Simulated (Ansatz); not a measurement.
The parent structure is CsSnI3 in the cubic perovskite structure (space group Pm-3m, No. 221; a = 6.225 Å). Axes: x, y, z lie along the cube axes.

Structures relaxed with Ansatz (a first-principles code) r2SCAN, no SOC, earlier PAW set.

Base:

Simulated powder pattern, Co Kα, λ = 1.79026 Å (kinematic, ideal powder, no thermal factors, no anomalous dispersion; the 10 strongest lines at most, above 2 %, up to 2θ = 90°):

```csv
2θ (°),I/Imax (%),hkl
16.53,18,(100)
23.47,19,(110)
28.84,75,(111)
33.43,100,(200)
48.00,73,(220)
56.97,34,(311)
59.75,26,(222)
77.63,14,(331)
80.04,34,(420)
89.57,27,(422)
```

It is then changed as follows: compressive biaxial strain of 0.67 % in the plane normal to [001], as in epitaxy on a mismatched substrate; the out-of-plane cell vector and the atoms relax.

### Question
Predict the new powder pattern.

### Answer

Simulated powder pattern, Co Kα, λ = 1.79026 Å (kinematic, ideal powder, no thermal factors, no anomalous dispersion; the 10 strongest lines at most, above 2 %, up to 2θ = 90°):

```json
[
 {"2θ (°)": "16.65", "d (Å)": "6.183", "I/Imax (%)": "16", "hkl": "(100)"},
 {"2θ (°)": "23.53", "d (Å)": "4.391", "I/Imax (%)": "17", "hkl": "(101)"},
 {"2θ (°)": "28.96", "d (Å)": "3.580", "I/Imax (%)": "100", "hkl": "(111)"},
 {"2θ (°)": "33.37", "d (Å)": "3.118", "I/Imax (%)": "45", "hkl": "(002)"},
 {"2θ (°)": "33.66", "d (Å)": "3.092", "I/Imax (%)": "88", "hkl": "(200)"},
 {"2θ (°)": "48.12", "d (Å)": "2.195", "I/Imax (%)": "65", "hkl": "(202)"},
 {"2θ (°)": "48.34", "d (Å)": "2.186", "I/Imax (%)": "32", "hkl": "(220)"},
 {"2θ (°)": "57.34", "d (Å)": "1.866", "I/Imax (%)": "30", "hkl": "(311)"},
 {"2θ (°)": "60.01", "d (Å)": "1.790", "I/Imax (%)": "34", "hkl": "(222)"},
 {"2θ (°)": "80.04", "d (Å)": "1.392", "I/Imax (%)": "15", "hkl": "(204)"}
]
```

The indices refer to the base's conventional cell; one index is shown for lines that coincide. The space group is now P4/mmm (No. 123).

Stability against distortions was not tested. Many cubic perovskites are stable only at high temperature; tilts and polar distortions were not tested.
